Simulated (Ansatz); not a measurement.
The starting structures come from a database of crystals and need not be the phases stable at ambient conditions.

By PBEsol, the system below comes out a metal.

Data:

```
CELL_PARAMETERS angstrom
      3.32266     0.00000     0.00000
      0.00000     3.32266     0.00000
      0.00000     0.00000     3.39047
ATOMIC_POSITIONS crystal
  Sc 0.50000 0.50000 0.50000
  Au 0.00000 0.00000 0.00000
```

Space group of this cell: P4/mmm. The cell is strained (lengths across the current scaled by 0.98, ions clamped); by PBEsol its mean pressure is 1.2 GPa.

The current flows along the normal of the first two printed cell vectors, the (001) (indices of the unstrained crystal) plane of the conventional cell. No spin-orbit coupling; the value is a mean over 0.1 eV about the Fermi level.

Problem. Give the ballistic conductance per area that PBEsol (Ansatz, a quantum-chemistry and plane-wave program) yields.

Solution. 0.77 × 10¹⁵ S/m² for both spins.
